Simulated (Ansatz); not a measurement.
Where the default PAW files enter, the runs use the earlier of Ansatz's two default sets.

By PBEsol, the system below comes out a metal.

The ballistic (Sharvin) conductance counts the channels at the Fermi level: G/A = (e²/h) × channels of both spins per area.

```
CELL_PARAMETERS angstrom
      3.24024     0.00000     0.00000
      0.00000     4.59542     0.00000
      0.00000     0.00000     4.59542
ATOMIC_POSITIONS crystal
  Ir 0.50000 0.50000 0.50000
  Ir 0.00000 0.00000 0.00000
  O  0.00000 0.69134 0.69134
  O  0.00000 0.30866 0.30866
  O  0.50000 0.19134 0.80866
  O  0.50000 0.80866 0.19134
```

Space group of this cell: P4_2/mnm, rutile. The cell is strained (all lengths scaled by 1.02); by PBEsol its mean pressure is -20.6 GPa.

The current flows along the normal of the first two printed cell vectors, the (100) plane of the conventional cell. No spin-orbit coupling; the value is a mean over 0.1 eV about the Fermi level.

Problem. Compute, with PBEsol in Ansatz (a quantum-chemistry and plane-wave program), the ballistic conductance per area.

Solution. 0.65 × 10¹⁵ S/m² for both spins.
